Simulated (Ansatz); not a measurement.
Cd vacancy (metastable zinc-blende CdS host)

Computed with PBE, PAW (plane waves to 420 eV; Ansatz, an electronic-structure program). Cell: 64 sites, 2×2×2 repeats of a cell of 8 atoms; final energies on a 2×2×2 shifted mesh. Site at the start: the Cd site. Charged cells carry a point-charge image correction with potential alignment at far atoms. Dielectric constants: PBE linear response of the host. Host gap at this level: 1.04 eV. A cell of this size leaves errors of a few tenths of an eV. Levels are measured in PBE's own, too narrow, gap. Spin–orbit coupling is left out. Each state is the lowest found from its start.

Formation energies E_f are given with the Fermi level at the valence-band maximum. Chemical conditions: Cd-rich (Δμ(Cd) = 0.00 eV; only phases computed here count, gases as isolated molecules at 0 K); S-rich (Δμ(Cd) = -1.33 eV; only phases computed here count, gases as isolated molecules at 0 K). Reference phases: Cd: hcp Cd.

Charges with a result: +1, 0, −1, −2. Others weren't obtained, and one of them could lie lower, also by skipping a charge.

| charge | moment (μB) | largest move off a lattice site (Å) | image correction with alignment (eV) | E_f, Cd-rich (eV) | E_f, S-rich (eV) | above the lowest spin state (eV) |
|---|---|---|---|---|---|---|
| +1* | 1.0 | 0.07 | – | – | – | 0.00 |
| +1* | 1.0 | 0.07 | – | – | – | 0.00 |
| 0† | 2.0 | 0.07 | 0.00 | 4.09 | 2.77 | 0.00 |
| 0* | not spin-polarised | 0.08 | – | – | – | 0.05 |
| −1† | 1.0 | 0.09 | 0.45 | – | – | 0.00 |
| −1† | 1.0 | 0.09 | 0.45 | – | – | 0.00 |
| −2 | not spin-polarised | 0.12 | 1.12 | 4.77 | 3.44 | 0.00 |

* At this level the carrier isn't localised at the defect: at charge +1 holes occupy the valence band. Such a state is shallow or no state of the defect, and this cell gives it no level.

† Not settled in this cell, so no level is given: charge 0: a level filled in part, carriers not clearly localised; charge −1: a level filled in part, carriers not clearly localised.

Starting moments that weren't kept: charge +1 began with 3 μB and ended with 1.0; charge −1 began with 3 μB and ended with 1.0.

Flagged in the runs: a doubtful potential alignment.

All states together cost around 8 core-hours (rough).
